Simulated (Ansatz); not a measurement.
End structure of CO on the 1x1 (100) surface of monoclinic ZrO2 (cut with top plane 2 O), one in a 1x1 cell, started at the site 'bridge O-O (span 5.4 Å)':

Host crystal: monoclinic ZrO2, with a band gap (PBE, scalar-relativistic without spin-orbit coupling).

```xyz
26
Lattice="5.2418 0.0000 0.0000 0.0000 5.3788 0.0000 0.0000 0.0000 29.0000" Properties=species:S:1:pos:R:3 pbc="T T T"
O      1.0287     4.6930     9.7952
O      1.5922     2.0036     9.7952
Zr     0.3851     0.8845    10.8571
Zr     2.2357     3.5739    10.8571
O      3.8845     4.8514    11.6201
O      3.9781     2.1620    11.6201
O      1.2717     2.3532    12.3069
O      1.3492     5.0426    12.3069
Zr     2.9062     0.9371    13.0821
Zr     4.9565     3.6265    13.0821
O      3.4997     2.6974    14.1411
O      4.3629     5.3869    14.1411
O      0.8755     3.6256    14.8585
O      1.7384     0.9385    14.8580
Zr     0.2842     0.0073    15.9204
Zr     2.3418     2.6963    15.9155
O      3.8875     3.9730    16.7060
O      3.9654     1.2833    16.7048
O      1.2745     1.4702    17.3829
O      1.3556     4.1493    17.3680
Zr     3.0135     0.0448    18.2080
Zr     4.8841     2.7348    18.1020
O      3.7450     1.6081    19.2438
O      4.2580     4.2978    19.2254
C      1.6913    -0.0670    20.4002
O      1.3624    -0.0378    21.4818
```

Model: 26-atom slab, 9.4 Å thick at the start under the adsorbate (thin: gaps and levels are the slab's own), 3x3x1 mesh, Fermi-Dirac 0.01 eV, dipole correction, single point; no symmetry held, on the structure that PBE left; no spin, no spin-orbit, no U, no dispersion correction. At the end it is bonded to Zr. In PBE it is, or lies within 0.03 eV of, the lowest of the starts that converged; the order may differ at this level.

A negative adsorption energy means that the adsorbate is more stable on the surface than in its reference.

**Question.** Give the change of the step from the bottom to the top vacuum level, against the clean slab at the level HSE06, at the PBE geometry in Ansatz (an electronic-structure program).

**Answer.** -0.77 eV

**Question.** Give the adsorption energy against CO(g) at the same level at the level HSE06, at the PBE geometry.

**Answer.** -0.45 eV
